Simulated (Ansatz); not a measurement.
Consider interstitial Zn in anatase TiO2, charge state +2. The step: a direct jump of one Zn atom; the atom moves 3.08 Å along (0.00, -0.50, 0.25) of the unit cell; the moving atom starts with neighbours 4 O at 1.95 Å and ends with 4 O at 1.95 Å. A PBE band in Ansatz (plane-wave PAW, the Γ point alone, 108 host sites, 28 SCF runs with any check of the saddle's order, static, no finite-size correction) gives a forward barrier of 0.60 eV. The saddle point's order was not checked, and it lies on a symmetry element of the cell, where a band can be held. The charge state is imposed; whether it is stable for some Fermi level was not computed. Sites that were not tried may lie lower.

Single points at the band's start and saddle point can refine it. Rough cost of one point, in units of the band's mean SCF on the same machine:

| Level | Cost of one point |
|---|---|
| PBE, a 2×2×2 k-point mesh shifted by half a step | about 9 |
| r2SCAN at 500 eV, the Γ point alone | about 3 |

### Question
Which of these move the barrier by more than 0.1 eV, and how far does each move it?

### Answer
Not one does. PBE, a 2×2×2 k-point mesh shifted by half a step: -0.05 eV; r2SCAN at 500 eV, the Γ point alone: +0.05 eV. Each functional is compared with PBE at the same k-points.

Ansatz is a program for electronic structure.
